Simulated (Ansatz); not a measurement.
Phonon-limited resistivity of MgSc (Pm-3m) against temperature in μΩ·cm, PBEsol, DFPT electron-phonon coupling, linearised Boltzmann equation run with Ansatz (a first-principles code), harmonic crystal at a fixed cell.

| T | ρ |
|---|---|
| 50 K | 1.48 |
| 77 K | ___ |
| 100 K | 6.3 |
| 150 K | ___ |
| 200 K | 17.0 |
| 250 K | 22 |
| 273 K | 24 |
| 300 K | 27 |
| 350 K | 32 |
| 400 K | ___ |
| 500 K | 47 |
| 600 K | 56 |

Question: Fill in the missing entries.

Answer: 
- 77 K, ρ: 3.9
- 150 K, ρ: 11.7
- 400 K, ρ: 37

A metal at this level (no band gap). Only scattering by harmonic phonons is included (no impurities, grain boundaries, electron-electron scattering or thermal expansion). Spin-orbit coupling is left out. Halving the electron mesh (24x24x24) moves the resistivity by up to 12 %. Smearing 0.20 eV; phonons on a 4x4x4 q mesh, which this run doesn't test and which matters most at low temperature.

Computed structure, not matched to a measured one here, so possibly hypothetical: MgSc (Pm-3m).
